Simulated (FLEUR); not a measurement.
FLEUR run on CaF (P6_3mc, 4 atoms in the cell): self-consistent single point.

Level of theory: PBEsol, all-electron FLAPW (FLEUR), scalar-relativistic valence in FLEUR.

The change in words: lattice scaled by 0.98. Reference geometry:
```xyz
4
Lattice="3.9532 0.0000 0.0000 -1.9766 3.4236 0.0000 0.0000 0.0000 6.4364" Properties=species:S:1:pos:R:3 pbc="T T T"
Ca     0.0000     2.2824     6.4356
Ca     1.9766     1.1412     3.2174
F      0.0000     2.2824     2.4144
F      1.9766     1.1412     5.6326
```

Reference input (self-consistent single point, DFT, PBEsol, all-electron FLAPW (FLEUR), scalar-relativistic valence): Kmax = 3.9 1/bohr; GmaxXC = 13.7 1/bohr; xcFunctional = PBEs; jspins = 1; l_soc = F; mode = gauss; fermiSmearingEnergy = 0.00499791 Htr; mesh (inpgen div1-3) = 13 13 7; inpgen gamma flag = false; Gmax = 13.7 1/bohr; numbands = 0; maxIterBroyd = 15. This run's input differs from it in these lines:

```diff
@@ -3,5 +3,5 @@
 &input film=f /
-7.4705031685 -0.0000000135 0.0000000000
--3.7352515726 6.4696455297 0.0000000000
-0.0000000000 0.0000000000 12.1629765368
+7.3210932430 0.0000001302 0.0000000000
+-3.6605467343 6.3402526669 0.0000000000
+0.0000000000 0.0000000000 11.9197177619
 1.0
@@ -46,5 +46,5 @@
          <bravaisMatrix>
-            <row-1>    7.4705031684999996    -0.0000000135000000     0.0000000000000000</row-1>
-            <row-2>   -3.7352515726000002     6.4696455297000002     0.0000000000000000</row-2>
-            <row-3>    0.0000000000000000     0.0000000000000000    12.1629765368000005</row-3>
+            <row-1>    7.3210932430000000     0.0000001302000000     0.0000000000000000</row-1>
+            <row-2>   -3.6605467343000000     6.3402526668999997     0.0000000000000000</row-2>
+            <row-3>    0.0000000000000000     0.0000000000000000    11.9197177618999994</row-3>
          </bravaisMatrix>
```

Output, abridged:

```
 Iteration:     1   Distance:       9.19033504 me/bohr^3
 Iteration:     2   Distance:       7.86935010 me/bohr^3
 Iteration:     3   Distance:       3.94696269 me/bohr^3
 Iteration:     4   Distance:       4.58484496 me/bohr^3
 Iteration:     5   Distance:       0.86731076 me/bohr^3
   [... 6 lines left out ...]
 Iteration:    12   Distance:       0.00035986 me/bohr^3
 Iteration:    13   Distance:       0.00034034 me/bohr^3
 Iteration:    14   Distance:       0.00015746 me/bohr^3
 Iteration:    15   Distance:       0.00000336 me/bohr^3
 Reset of history
 Run finished successfully
 Stop message:
   Structural relaxation: new displacements generated

[file out, last iteration]
             iter=     16
[...]
          total density-effective poten   -2.4607956538E+03
          total charge density-energy d   -9.0798146109E+01
 Updated energy parameters for spin:           1
[...]
 fermi energy and band-weighting factors:
    0.350610    0.351182    0.365280

[...]
FERMIE:
          first approx. to ef    (T=0)  :   0.211664 htr   (energy of the highest occ. eigenvalue)
          number of occ. states  (T=0)  :       1431
          first approx. to seigv (T=0)  : -16.666092 htr
          sum of weights of occ. states :  17.008453
          sum of semicore charge        :   0.000000 e
          fermi energy=   0.21118 har   work function=  -5.74655 ev
   [... lines left out ...]
          total moment                 =     0.00000
 Direct bandgap for spin            1 :    5.4733446201695457E-003  Htr
 ---->    free energy=                     -1558.4675336758 htr
   [... lines left out ...]
      extrapolation for T->0
 ---->    total electron energy=           -1558.4675336758 htr
 ***** TOTAL FORCES ON ATOMS *****
 TOTAL FORCE FOR ATOM TYPE=  1  X=  3.661   Y= -2.113   Z= -0.001
                       FX_TOT= 0.000000 FY_TOT= 0.000000 FZ_TOT=-0.000231
 TOTAL FORCE FOR ATOM TYPE=  2  X=  3.661   Y= -2.113   Z=  4.471
                       FX_TOT= 0.000000 FY_TOT= 0.000000 FZ_TOT= 0.000220
```

The run converged in 15 iterations. FLEUR gives forces in its relaxation mode, with a further iteration, so its stop message speaks of a relaxation. Against the reference run the total energy goes down by 2.4 meV/atom and the largest force goes from 0.005 to 0.012 eV/Å.

The starting cell comes from a database of computed structures (which also holds hypothetical and non-ambient phases and stackings), without a prior relaxation at this level. For this run, on top of that: lattice scaled by 0.98. Values depend on the basis (sphere radii, cutoffs, local orbitals), which need not be converged. No gap is read from this output. The log's line on a gap gives a spacing of levels on this mesh, which the program prints for metals too.

Cost on one core of a shared machine: roughly 4 min.
